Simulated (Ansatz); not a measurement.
System: CsCl-type HfRh. Method: PBEsol (Ansatz, a program for electronic structure, PAW).

Run with plane-wave cutoff 500 eV, 18×18×18 k mesh, Fermi–Dirac smearing 0.1 eV, no spin polarisation, scalar-relativistic PAW data made under PBE.

Computed at the level's own relaxed cell.

**Question.** Predict the volume per atom and equilibrium lattice constant a.

**Answer.** 
volume per atom: 16.90 Å³/atom
equilibrium lattice constant a: 3.233 Å

The run finds no gap.

Spin–orbit coupling is not included.

Computed values are for the static lattice.
